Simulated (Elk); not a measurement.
Elk is run on GdDy (P-6m2, 2 atoms in the cell), and the run fails. The aim is a self-consistent single point with DFT, PBEsol, all-electron FP-LAPW, Elk's shipped species files, default APW+lo basis.

Cell that was meant: a = 3.5358 Å, b = 3.5358 Å, c = 5.7705 Å, α = 90.00°, β = 90.00°, γ = 120.00°.

Part of the input:

```
  0.00367493

maxscl
  4

avec
    6.6816757200   -0.0000002627    0.0000000000
```

The program printed (abridged):

```
│ Self-consistent loop started │
│ Loop number : 1 │
 total energy                :     -23372.9940341
 total moment                :    3.056804206
│ Loop number : 2 │
 total energy                :     -23303.7351117
 total moment                :    14.47903200
RMS change in Kohn-Sham potential (target) :    2.813255768     (  0.1000000000E-05)
Absolute change in total energy (target)   :    69.25892244     (  0.1000000000E-03)
│ Loop number : 3 │
 total energy                :     -23634.0005258
 total moment                :    6.778792743
RMS change in Kohn-Sham potential (target) :    5.548248272     (  0.1000000000E-05)
Absolute change in total energy (target)   :    312.9506836     (  0.1000000000E-03)
│ Loop number : 4 │
Reached self-consistent loops maximum

Energies :
 Fermi                       :     0.230867683825
 xc effective B-field        :    -0.601597890894E-01
 external B-field            :      0.00000000000
 total energy                :     -23193.4025501
 (external B-field energy excluded from total)

Density of states at Fermi energy :    384.9701834
   [... lines left out ...]
Estimated indirect band gap :   0.5160551842E-04
Estimated direct band gap   :   0.1647753128E-02
   [... lines left out ...]
 valence                     :    38.00000000
 interstitial                :    6.004590454
 muffin-tins (core leakage)
  species :    1 (Gd)
   atom    1                 :    68.73039715     (  0.1172169365E-04)
  species :    2 (Dy)
   atom    1                 :    55.26501239     (  0.6741821259E-05)
 total in muffin-tins        :    123.9954095
 total calculated charge     :    130.0010701
 total charge                :    130.0000000
 error                       :   0.1070131232E-02

Moments :
 interstitial                :   0.4163823050
 muffin-tins
  species :    1 (Gd)
   atom    1                 :    2.351879253
  species :    2 (Dy)
   atom    1                 :   0.3160267420
 total in muffin-tins        :    2.667905995
 total moment                :    3.084288300

│ Self-consistent loop stopped │
```

Q: Diagnose the run.

A: The fault is an iteration limit that is too low. The loop is cut before its threshold is met, so whatever is printed at the end is not self-consistent. To fix it, raise the limit, or leave it to the default. The run ended unconverged after 4 iterations.

An input that runs soundly differs in these lines (not the only fix; some lines may just follow from the change or write a value another way):
```diff
-  4
+  100
```

With that input, the run converged in 48 iterations: total energy -637866.7658 eV; Fermi level (on the code's own zero) 6.35 eV; size of the cell's spin moment 12.26 μB; site moments (μB, in the program's spheres or projections) Gd 7.09, Dy 4.70 (DFT, PBEsol, all-electron FP-LAPW, Elk's shipped species files, default APW+lo basis).

On the sound input: the starting cell comes from a database of computed structures (which also holds hypothetical and non-ambient phases and stackings), without a prior relaxation at this level. Its lattice was rescaled by a random factor within 2.5 % of one. Spin-orbit coupling is off. The magnetic order is the one reached from the typed start; others were not searched systematically. With U or open f shells several self-consistent states can exist. The f electrons are in the valence without U or exact exchange, which can misplace them near the Fermi level. Spin-orbit terms, which matter for f shells, are left out. Values depend on the basis (sphere radii, cutoffs, local orbitals), which need not be converged. Without a gap this mesh is coarse (it stands for a supercell whose shortest vector is 17 Å). The log's line on a gap gives a spacing of levels on this mesh, which the program prints for metals too.
